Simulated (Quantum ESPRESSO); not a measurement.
A self-consistent single point of YMg14Co (P-6m2, 16 atoms in the cell) with Quantum ESPRESSO.

Computed with PBEsol, SSSP 1.1.2 efficiency (PBE) pseudopotentials (plane waves; Quantum ESPRESSO).

```
CELL_PARAMETERS angstrom
      6.33037     0.00000     0.00000
     -3.16519     5.48226     0.00000
      0.00000     0.00000    10.17760
ATOMIC_POSITIONS crystal
  Y  0.00000 0.00000 0.00000
  Mg 0.01192 0.50596 0.00000
  Mg 0.49404 0.98808 0.00000
  Mg 0.49404 0.50596 0.00000
  Mg 0.99284 0.49642 0.50000
  Mg 0.50358 0.00716 0.50000
  Mg 0.50358 0.49642 0.50000
  Mg 0.15926 0.84074 0.27134
  Mg 0.68148 0.84074 0.72866
  Mg 0.15926 0.31852 0.27134
  Mg 0.15926 0.84074 0.72866
  Mg 0.68148 0.84074 0.27134
  Mg 0.15926 0.31852 0.72866
  Mg 0.66667 0.33333 0.23944
  Mg 0.66667 0.33333 0.76056
  Co 0.00000 0.00000 0.50000
```

Reference input (self-consistent single point, DFT, PBEsol, plane waves, SSSP 1.1.2 efficiency (PBE) pseudopotentials): ecutwfc = 50 Ry; ecutrho = 400 Ry; occupations = smearing; smearing = marzari-vanderbilt; degauss = 0.0147 Ry; input_dft = pbesol; potentials = {Y: Y_pbe_v1.uspp.F.UPF, Mg: Mg.pbe-n-kjpaw_psl.0.3.0.UPF, Co: Co_pbe_v1.2.uspp.F.UPF}; K_POINTS = automatic 4 4 3 0 0 0; conv_thr = 1e-10 Ry. This run's input differs from it in these lines:

```diff
@@ -48,3 +48,3 @@
 K_POINTS {automatic}
-4 4 3  0 0 0
+10 10 5  0 0 0
```

The program printed (abridged):

```
     Self-consistent Calculation

     iteration #  1     ecut=    50.00 Ry     beta= 0.70

     negative rho (up, down):  4.311E-02 0.000E+00

     total energy              =    -837.50391425 Ry
     estimated scf accuracy    <       8.24383795 Ry

     iteration #  2     ecut=    50.00 Ry     beta= 0.70

     negative rho (up, down):  4.036E-02 0.000E+00

     total energy              =    -835.54356196 Ry
     estimated scf accuracy    <     237.11159172 Ry

     iteration #  3     ecut=    50.00 Ry     beta= 0.70

     negative rho (up, down):  4.069E-02 0.000E+00

     total energy              =    -843.11700778 Ry
     estimated scf accuracy    <      51.46157680 Ry

   [... 32 blocks of this kind left out ...]

     iteration # 36     ecut=    50.00 Ry     beta= 0.70

     negative rho (up, down):  4.274E-02 0.000E+00

     total energy              =    -843.88713620 Ry
     estimated scf accuracy    <          9.1E-10 Ry

     iteration # 37     ecut=    50.00 Ry     beta= 0.70

     negative rho (up, down):  4.274E-02 0.000E+00
     End of self-consistent calculation

     the Fermi energy is     4.5415 ev

!    total energy              =    -843.88713620 Ry
     estimated scf accuracy    <          7.8E-11 Ry
     smearing contrib. (-TS)   =       0.00476484 Ry
     internal energy E=F+TS    =    -843.89190105 Ry

     convergence has been achieved in  37 iterations

     negative rho (up, down):  4.274E-02 0.000E+00

     Forces acting on atoms (cartesian axes, Ry/au):

     atom    1 type  1   force =     0.00000000    0.00000000    0.00000000
     atom    2 type  2   force =     0.00031371    0.00018112    0.00000000
     atom    3 type  2   force =     0.00000000   -0.00036224    0.00000000
     atom    4 type  2   force =    -0.00031371    0.00018112    0.00000000
     atom    5 type  2   force =    -0.00112197   -0.00064777    0.00000000
   [... lines left out ...]
     Total force =     0.005709     Total SCF correction =     0.000003
   [... lines left out ...]

     negative rho (up, down):  4.274E-02 0.000E+00
          total   stress  (Ry/bohr**3)                   (kbar)     P=       -6.06
  -0.00001949   0.00000000   0.00000000           -2.87        0.00        0.00
   0.00000000  -0.00001949   0.00000000            0.00       -2.87        0.00
   0.00000000   0.00000000  -0.00008460            0.00        0.00      -12.45

   JOB DONE.
```

The run converged in 37 iterations. Against the reference run the free energy falls by 1.7 meV/atom, the pressure hardly changes (-0.58 to -0.61 GPa) and the largest force goes from 0.061 to 0.094 eV/Å. The full log also holds: “c_bands:  5 eigenvalues not converged”.

The starting cell comes from a database of computed structures (which also holds hypothetical and non-ambient phases and stackings), without a prior relaxation at this level. Its lattice was rescaled by a random factor within 2.5 % of one. Spin polarisation is off.

Cost on one core of a shared machine: roughly 30 min.
